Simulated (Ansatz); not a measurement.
# O interstitial started as a split pair with O (beta Ga2O3 host)

The numbers are results of PBE, PAW (plane waves to 420 eV; Ansatz, a quantum-chemistry and plane-wave program), not measurements. A supercell of 160 sites (1×4×2 repeats of a cell of 20 atoms) was used; the energies come from a Γ-point sampling of its zone. Site at the start: split with O(2). Finite-size correction: monopole term and site-potential alignment. Dielectric constants: PBE linear response of the host. Host gap at this level: 2.00 eV. Zone-centre sampling of a cell this small can put levels off by half an eV or more. Levels are measured in PBE's own, too narrow, gap. Spin–orbit coupling is left out. Each state is the lowest found from its start.

Formation energies E_f are given with the Fermi level at the valence-band maximum. Chemical conditions: Ga-rich (Δμ(O) = -3.04 eV; only phases computed here count, gases as isolated molecules at 0 K); O-rich (Δμ(O) = 0.00 eV; only phases computed here count, gases as isolated molecules at 0 K). Reference phases: O: O2 molecule in a box.

The name describes the start; the neighbours show where the atoms ended.

Charges with a result: +1, 0, −1, −2. Others weren't obtained, and one of them could lie lower, also by skipping a charge.

```tsv
charge	moment (μB)	point group	largest move off a lattice site (Å)	neighbours of the last O atom of the defect at the end (Å)	image correction with alignment (eV)	E_f, Ga-rich (eV)	E_f, O-rich (eV)	above the lowest spin state (eV)
+1	1.0	Cs	0.41	O 1.38, Ga 2.00, O 2.44, O 2.44, O 2.64	0.18	4.86	1.82	0.00
0	0.0	Cs	0.27	O 1.46, Ga 1.87	0.00	5.19	2.16	0.00
0	not spin-polarised	Cs	0.27	O 1.46, Ga 1.87	0.00	5.19	2.16	0.00
−1*	quenched	–	0.27	O 1.46, Ga 1.88	–	–	–	0.00
−2*	not spin-polarised	Cs	0.27	O 1.46, Ga 1.88	–	–	–	0.00
```

* At this level the carrier isn't localised at the defect: at charge −1 electrons occupy the conduction band; at charge −2 electrons occupy the conduction band. Such a state is shallow or no state of the defect, and this cell gives it no level.

Point groups are those of the whole cell at tolerances of 0.03 and 0.1 Å ("near" where only the looser one holds); none is given for unsettled states.

Starting moments that weren't kept: charge 0 began with 2 μB and ended with 0.0; charge −1 began with 1 μB and ended with 0.0.

No other site or start that was run ended lower by more than 0.1 eV.

Transition levels above the valence-band maximum: ε(+1/0) = 0.33 eV. On the lower envelope of the bound states, inside the gap: (+1/0) at 0.33 eV.

Flagged in the runs: a doubtful potential alignment, a host whose relaxation on this sampling wasn't shown to rest, a strain field that reaches the edge of the cell, zone-centre sampling.
